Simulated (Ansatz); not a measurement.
The starting structures come from a database of crystals and need not be the phases stable at ambient conditions.

Inside the gap of an insulator the Bloch states are evanescent, with a wavenumber k + iκ along the transport direction.

Given:

```xyz
20
Lattice="5.7957 0.0000 0.0000 2.7985 5.0753 0.0000 2.8336 1.6734 9.6012" Properties=species:S:1:pos:R:3 pbc="T T T"
Sc     4.3842     0.9099     4.8102
Sc     1.4970     2.5632     0.0096
Sc     4.3222     4.2740     2.4061
Sc     7.2466     2.5578     7.2067
Bi     7.4967     2.2408     3.5208
Bi     6.9989     6.3195     8.3214
Bi     4.0304     4.5446     6.0757
Bi     4.5090     0.4983     1.2750
O      3.9150     2.5892     3.5544
O      5.5746     3.0148     8.3550
O      3.3370     1.8406     6.3791
O      1.8063     1.1968     1.5784
O      6.2827     1.5594     5.5870
O      2.9824     3.9120     0.7863
O      5.3096     5.2843     4.0440
O      8.6080     2.9347     8.8447
O      9.9312     5.6013     8.0180
O      8.2836     5.1554     3.2174
O      6.0388     3.7346     1.3259
O      7.6030     4.3215     6.1265
```

Space group of this cell: Cc. The cell is taken as given; by r2SCAN its mean pressure is -4.4 GPa.

Transport runs along the normal of the first two printed cell vectors.

The gap is the functional's own, uncorrected, and κ follows it; spin-orbit coupling is left out. Mid-gap values are interpolated between the computed energies.

Give the band gap and the smallest decay constant κ at mid-gap that r2SCAN (Ansatz, a program for electronic structure) yields.

Gap 3.09 eV on a 6×6×4 mesh; κ = 0.329 1/Å, at (0.500, 0.500) of the in-plane reciprocal vectors. At the zone centre, at the nearest computed energy, the slowest state has κ = 0.39 1/Å.
